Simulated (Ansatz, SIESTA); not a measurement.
One structure in several programs: Mo2C (P-3m1, 3 atoms in the cell)

Self-consistent single point.

```
CELL_PARAMETERS angstrom
      3.12573     0.00000     0.00000
     -1.56286     2.70696     0.00000
      0.00000     0.00000     4.74473
ATOMIC_POSITIONS crystal
  Mo 0.33333 0.66667 0.24977
  Mo 0.66667 0.33333 0.75023
  C  0.00000 0.00000 0.50000
```

Shared settings, as Ansatz (a first-principles code) writes them: kpoints.mp_grid.grid = 14 14 8; magnetization.spin_orbit = true; scf.occupations.method = gaussian; scf.occupations.width = 0.1 eV. Potentials and cutoffs stand in the table.

| code | model | pressure (GPa) | largest force (eV/Å) | cutoff |
|---|---|---|---|---|
| Ansatz | PBEsol with spin-orbit coupling, PAW files made with PBE | -23.09 | 0.748 | 420 eV |
| SIESTA | GGA PBEsol with spin-orbit coupling, numerical atomic orbitals DZP, PseudoDojo PBEsol fully relativistic norm-conserving potentials (rewritten from UPF to PSML) | – | 0.385 | grid 400 Ry |

A dash marks a value that a program does not give, or that is left out as unsure.

The spread over the programs that give each value: largest force within 0.363 eV/Å.

SIESTA uses small atom-centred bases, whose incompleteness enters pressures, forces and empty levels differently from a plane-wave cutoff.

The starting cell comes from a database of computed structures (which also holds hypothetical and non-ambient phases and stackings), without a prior relaxation at this level. Its lattice was rescaled by a random factor within 2.5 % of one.

Keys are those of Ansatz 0.2.
